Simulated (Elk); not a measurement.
A self-consistent single point of La (P6_3/mmc, 4 atoms in the cell) with Elk.

Level of theory: LDA (PW92), all-electron FP-LAPW, Elk's shipped species files, APW+lo basis with extra local orbitals (Elk).

```yaml
crystal:
  lattice:
    - [1.88500, -3.26492, 0.00000]
    - [1.88500, 3.26492, 0.00000]
    - [0.00000, 0.00000, 12.16000]
  atoms:
    - { symbol: La, position: [0.00000, 0.00000, 0.50000] }
    - { symbol: La, position: [0.00000, 0.00000, 0.00000] }
    - { symbol: La, position: [0.33333, 0.66667, 0.25000] }
    - { symbol: La, position: [0.66667, 0.33333, 0.75000] }
```

Reference input (self-consistent single point, DFT, PBE, all-electron FP-LAPW, Elk's shipped species files, APW+lo basis with extra local orbitals): xctype = 20; rgkmax = 7.5; stype = 3; swidth = 0.00367493 Ha; ngridk = 7 7 2; gmaxvr = 16 1/bohr; nxlo = 2; lorbcnd = true; lmaxi = 3. This run's input differs from it in these lines:

```diff
@@ -4,3 +4,3 @@
 xctype
-  20
+  3
```

Output, abridged:

```
│ Self-consistent loop started │
│ Loop number : 1 │
 total energy                :     -33986.8783607
│ Loop number : 2 │
 total energy                :     -33986.7511223
RMS change in Kohn-Sham potential (target) :   0.5742412583E-01 (  0.1000000000E-05)
Absolute change in total energy (target)   :   0.1272384676     (  0.1000000000E-03)
│ Loop number : 3 │
 total energy                :     -33985.4138801
RMS change in Kohn-Sham potential (target) :   0.5384469101E-01 (  0.1000000000E-05)
Absolute change in total energy (target)   :    1.369051814     (  0.1000000000E-03)
│ Loop number : 4 │
   [... lines left out ...]
Absolute change in total energy (target)   :   0.1016617491E-02 (  0.1000000000E-03)
│ Loop number : 14 │
 total energy                :     -33965.0654182
RMS change in Kohn-Sham potential (target) :   0.3176560340E-07 (  0.1000000000E-05)
Absolute change in total energy (target)   :   0.2085678352E-03 (  0.1000000000E-03)
│ Loop number : 15 │
 total energy                :     -33965.0654192
RMS change in Kohn-Sham potential (target) :   0.1938008801E-07 (  0.1000000000E-05)
Absolute change in total energy (target)   :   0.5106852041E-04 (  0.1000000000E-03)
Convergence targets achieved

│ Loop number : 16 │

Energies :
 Fermi                       :     0.290374423934
 total energy                :     -33965.0654222

Density of states at Fermi energy :    160.5562779
 (states/Hartree/unit cell)

Estimated indirect band gap :   0.2361500675E-02
 from k-point      6 to k-point      2
Estimated direct band gap   :   0.3793651923E-02
 at k-point     16

Charges :
 core                        :    184.0000000
 valence                     :    44.00000000
 interstitial                :    9.470692270
 muffin-tins (core leakage)
  species :    1 (La)
   atom    1                 :    54.63497422     (  0.2254763146E-03)
   atom    2                 :    54.63497422     (  0.2254763146E-03)
   atom    3                 :    54.62967964     (  0.2252326827E-03)
   atom    4                 :    54.62967964     (  0.2252326827E-03)
 total in muffin-tins        :    218.5293077
 total calculated charge     :    228.0090269
 total charge                :    228.0000000
 error                       :   0.9026902884E-02

│ Self-consistent loop stopped │
```

The run converged in 16 iterations. The count includes the last loop, which Elk runs after its targets are met. 

The starting cell has typed, rounded lattice constants, without a prior relaxation at this level. Values depend on the basis (sphere radii, cutoffs, local orbitals), which need not be converged. The log's line on a gap gives a spacing of levels on this mesh, which the program prints for metals too.

Cost on one core of a shared machine: roughly 50 s.
